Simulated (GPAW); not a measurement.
## Several settings converged on a (001) slab of Al (cut from a parent of space group no. 225; 4 atoms in the cell)

```yaml
crystal:
  lattice:
    - [2.87237, 0.00000, 0.00000]
    - [-2.87237, 2.87237, 0.00000]
    - [0.00000, 0.00000, 20.09331]
  atoms:
    - { symbol: Al, position: [0.00000, 0.00000, 0.44946] }
    - { symbol: Al, position: [0.00000, 0.50000, 0.34837] }
    - { symbol: Al, position: [0.00000, 0.00000, 0.65163] }
    - { symbol: Al, position: [0.00000, 0.50000, 0.55054] }
```

Base method: PBEsol, GPAW PAW datasets PBEsol (made by gpaw-setup) (plane waves; GPAW).

Base settings: mode = pw; ecut = 600 eV; xc = PBEsol; kpts = 7 7 1; mesh shift (steps) = 0 0 0; occupations.name = methfessel-paxton; occupations.width = 0.1 eV; occupations.order = 0; nbands = -12; convergence.density = 1e-05 e/electron.

The count of work is k-points × plane waves × bands × iterations; it is no time. Core times come from one kind of shared machine, to one figure; runs under 30 s give none.

**The vacuum**

The mesh stays at the base's, so the ladder's end is converged at best in this setting alone.

Only quantities that move along the ladder and can be compared are tabulated.

| vacuum between outermost atoms (Å) | free energy less the last step's (meV/atom) | largest difference of a force vector from the last step's (eV/Å) | count of work / last | core time / last (rough) |
|---|---|---|---|---|
| 3.0 | -120.80 | 0.415 | 0.23 | 0.3 |
| 4.0 | -51.33 | 0.293 | 0.27 | 0.2 |
| 5.0 | -25.06 | 0.189 | 0.26 | 0.2 |
| 7.0 | -3.27 | 0.026 | 0.38 | 0.4 |
| 10.0 | -0.11 | 0.001 | 0.49 | 0.4 |
| 14.0 | 0.00 | 0.000 | 0.63 | 0.6 |
| 30.0 | 0.00 | 0.000 | 1.0 | 1 |

Smallest vacuum between outermost atoms (Å) that holds the free energy within 1 meV/atom of the last step, with all finer ones: 10.0, at about 0.4 of the last step's time; the step before is off by 3.3 meV/atom.

Smallest vacuum between outermost atoms (Å) that holds the forces within 0.02 eV/Å of the last step, with all finer ones: 10.0, at about 0.4 of the last step's time; the step before is off by 0.026 eV/Å.

**The k-point mesh**

Only quantities that move along the ladder and can be compared are tabulated.

```csv
kpts,free energy less the last step's (meV/atom),largest difference of a force vector from the last step's (eV/Å),count of work / last,core time / last (rough)
3 3 1,280.13,0.756,0.038,0.06
5 5 1,-21.46,0.285,0.082,0.06
7 7 1,-2.59,0.193,0.17,0.1
9 9 1,9.98,0.115,0.20,0.2
19 19 1,0.00,0.000,1.0,1
```

Coarsest kpts that holds the free energy within 5 meV/atom: not settled: the last two steps still differ by 10.0 meV/atom, over half the tolerance, so the ladder does not show it.

Coarsest kpts that holds the forces within 0.02 eV/Å: not settled: the last two steps still differ by 0.12 eV/Å, over half the tolerance, so the ladder does not show it.

**The plane-wave cutoff**

The mesh stays at the base's, so the ladder's end is converged at best in this setting alone.

Only quantities that move along the ladder and can be compared are tabulated.

| ecut | free energy less the last step's (meV/atom) | count of work / last | core time / last (rough) |
|---|---|---|---|
| 300 eV | 1.46 | 0.12 | – |
| 360 eV | 0.94 | 0.16 | 0.1 |
| 420 eV | 0.63 | 0.22 | – |
| 600 eV | 0.23 | 0.35 | 0.2 |
| 720 eV | 0.11 | 0.43 | 0.3 |
| 1200 eV | 0.00 | 1.0 | 1 |

Coarsest ecut that holds the free energy within 0.5 meV/atom of the last step, with all finer ones: 600 eV, at 0.35 of the last step's count of work and about 0.2 of the last step's time; the step before is off by 0.63 meV/atom.

On the base run: the starting cell has typed, rounded lattice constants, without a prior relaxation at this level. The slab is cut from that crystal, and its faces are unrelaxed. Its lattice was rescaled by up to half a per cent.
